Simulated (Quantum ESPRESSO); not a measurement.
**Parameter sweep on YCo4Ge (Cmmm, 6 atoms in the cell)**

```cif
data_Co4GeY
_chemical_formula_sum 'Y1 Co4 Ge1'
_space_group_name_H-M_alt 'P 1'
_space_group_IT_number 1
_cell_length_a 4.93287
_cell_length_b 4.93287
_cell_length_c 3.99851
_cell_angle_alpha 90.000
_cell_angle_beta 90.000
_cell_angle_gamma 119.637
loop_
_space_group_symop_operation_xyz
  'x, y, z'
loop_
_atom_site_label
_atom_site_type_symbol
_atom_site_fract_x
_atom_site_fract_y
_atom_site_fract_z
_atom_site_occupancy
Y1 Y 0.00000 0.00000 0.00000 1
Co1 Co 0.66756 0.33244 0.00000 1
Co2 Co 0.33244 0.66756 0.00000 1
Co3 Co 0.50000 0.00000 0.50000 1
Co4 Co 0.00000 0.50000 0.50000 1
Ge1 Ge 0.50000 0.50000 0.50000 1
```
Moments meant for the start (each program seeds them in its own way; μB, in the order of the atoms Y Co Co Co Co Ge): 0.0 3.0 3.0 3.0 3.0 0.0.

Base run A: Quantum ESPRESSO with PBEsol, PSlibrary ultrasoft (PBE) pseudopotentials, self-consistent single point.

Its settings: ecutwfc = 50 Ry; ecutrho = 350 Ry; occupations = smearing; smearing = cold; degauss = 0.0073499 Ry; nspin = 2; input_dft = pbesol; K_POINTS = automatic 4 4 5 0 0 0; conv_thr = 1e-10 Ry; mixing_beta = 0.2.

The starting cell comes from a database of computed structures (which also holds hypothetical and non-ambient phases and stackings), without a prior relaxation at this level. The magnetic order is the one reached from the typed start; others were not searched systematically. In the base run, with a pressure of about -7 GPa the cell is away from its equilibrium volume at this level.

ΔF is the free energy per atom less that of run A. 

```csv
run,"diagonalization, diago_david_ndim",ΔF (meV/atom),pressure (GPa),largest force (eV/Å),size of the net moment (μB/atom),iterations
A,"default, default",0.00,-6.60,0.224,0.72,27
B,"rmm-davidson, default",0.00,-6.60,0.224,0.72,52
C,"rmm-paro, default",0.00,-6.60,0.224,0.72,42
D,"default, 3",0.00,-6.60,0.224,0.72,30
E,"default, 4",0.00,-6.60,0.224,0.72,29
```

Runs B, C, D, E ended on the same solution as A (within 1 meV/atom and 0.1 μB a site). The fewest iterations to that state were 27 (A); the most were 52.
